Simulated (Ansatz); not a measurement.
Ansatz (a first-principles code) run on SrSO4 (R3m, 6 atoms in the cell): self-consistent single point.

Computed with LDA (PW92), default PAW files made with PBE (plane waves; Ansatz).

The change in words: lattice scaled by 0.98; kpoints.mp_grid.grid: 6 6 6 → 14 14 14. Reference geometry:
```
CELL_PARAMETERS angstrom
      0.00000     3.62242     3.62242
      3.62242     0.00000     3.62242
      3.62242     3.62242     0.00000
ATOMIC_POSITIONS crystal
  Sr 0.50399 0.50399 0.50399
  S  0.00000 0.00000 0.00000
  O  0.88106 0.88106 0.88106
  O  0.35682 0.88106 0.88106
  O  0.88106 0.88106 0.35682
  O  0.88106 0.35682 0.88106
```

Reference input (self-consistent single point, DFT, LDA (PW92), plane waves, default PAW files made with PBE): basis.ecutwfc = 30.9 Ry; kpoints.mp_grid.grid = 6 6 6; hamiltonian.xc = lda; hamiltonian.pseudopotentials = {kind: paw} (the program's default PAW files); scf.occupations.method = fixed. This run's input differs from it in these lines:

Ansatz 0.2 input:
```diff
@@ -3,5 +3,5 @@
   lattice:
-    - [0.00000000, 3.62241500, 3.62241500]
-    - [3.62241500, 0.00000000, 3.62241500]
-    - [3.62241500, 3.62241500, 0.00000000]
+    - [0.00000000, 3.54996700, 3.54996700]
+    - [3.54996700, 0.00000000, 3.54996700]
+    - [3.54996700, 3.54996700, 0.00000000]
   atoms:
@@ -17,3 +17,3 @@
   mp_grid:
-    grid: [6, 6, 6]
+    grid: [14, 14, 14]
 hamiltonian:
```

Output (repeated stretches shortened):

```
SCF iter   1: F=—  HF=-6537.136321 eV  |F-HF|=—  |Δ(HF+E_count)|=         —  Δρ=1.13e-2  dr2=9.24e-2  ethr=1.77e-3  ⟨swp⟩=6.6  Hψ=37097  notcnv=0  defer=1077
all-band conjugate gradients solve this SCF's bands
preconditioner: auto → none
SCF iter   2: F=—  HF=-6537.110317 eV  |F-HF|=—  |Δ(HF+E_count)|=   2.60e-2  Δρ=4.74e-3  dr2=1.13e-2  ethr=2.31e-4  ⟨swp⟩=2.6  Hψ=15577  notcnv=0  defer=1143
   [... lines left out ...]
SCF iter   5: F=—  HF=-6537.107100 eV  |F-HF|=—  |Δ(HF+E_count)|=   1.14e-4  Δρ=1.53e-4  dr2=2.19e-5  ethr=1.23e-6  ⟨swp⟩=2.0  Hψ=10728  notcnv=0  defer=907
SCF iter   6: F=—  HF=-6537.107099 eV  |F-HF|=—  |Δ(HF+E_count)|=   1.76e-6  Δρ=6.82e-5  dr2=3.68e-6  ethr=5.46e-8  ⟨swp⟩=2.0  Hψ=12586  notcnv=0  defer=541
SCF iter   7: F=—  HF=-6537.107098 eV  |F-HF|=—  |Δ(HF+E_count)|=   6.80e-7  Δρ=2.34e-5  dr2=5.21e-7  ethr=9.19e-9  ⟨swp⟩=2.0  Hψ=11923  notcnv=0  defer=541
SCF iter   8: F=-6537.107098 eV  HF=-6537.107098 eV  |F-HF|=2.66e-9  |Δ(HF+E_count)|=   1.19e-7  Δρ=4.59e-6  dr2=7.55e-9  ethr=2.50e-10  ⟨swp⟩=13.7  Hψ=44526  notcnv=0
SCF 1 converged in 8 iterations: F = -6537.107098 eV  dr2 = 7.55e-9
Free energy (F): -6537.107098 eV
Internal energy: -6537.107098 eV  (E = F + TS)
E sigma→0 (E₀):  -6537.107098 eV
Fermi energy:    4.579350 eV
--- Forces (eV/Å), atoms counted from 1 ---
  atom   1  Sr     0.01365162     0.01365162     0.01365162
  atom   2  S      0.06244790     0.06244790     0.06244790
  atom   3  O     -0.55662893    -0.55662893    -0.55662893
  atom   4  O     -0.56484736     0.52268866     0.52268866
  atom   5  O      0.52268866     0.52268866    -0.56484736
  atom   6  O      0.52268866    -0.56484736     0.52268866
--- Stress (GPa, compression-positive) ---
        0.111927      -0.125025      -0.125025
       -0.125025       0.111927      -0.125025
       -0.125025      -0.125025       0.111927
  P = ⅓ Tr σ = 0.1119 GPa (1.119 kbar)
  The stress holds the Pulay correction. Without it, at fixed plane waves, as pw.x and ABINIT print it: P = -0.6005 GPa
```

The run converged in 8 iterations. Against the reference run the free energy goes down by 20.2 meV/atom, the pressure goes from -6.64 to 0.11 GPa, the largest force goes from 0.548 to 0.964 eV/Å and the gap on the mesh goes from 3.532 to 3.658 eV.

The starting cell comes from a database of computed structures (which also holds hypothetical and non-ambient phases and stackings), without a prior relaxation at this level. Its lattice was rescaled by up to half a per cent. One atom was moved a little off its site on purpose. For this run, on top of that: lattice scaled by 0.98. Ansatz's pressure includes its estimate of the finite-basis (Pulay) stress. Without the estimate this run gives -0.60 GPa.

Cost on one core of a shared machine: roughly 70 s.
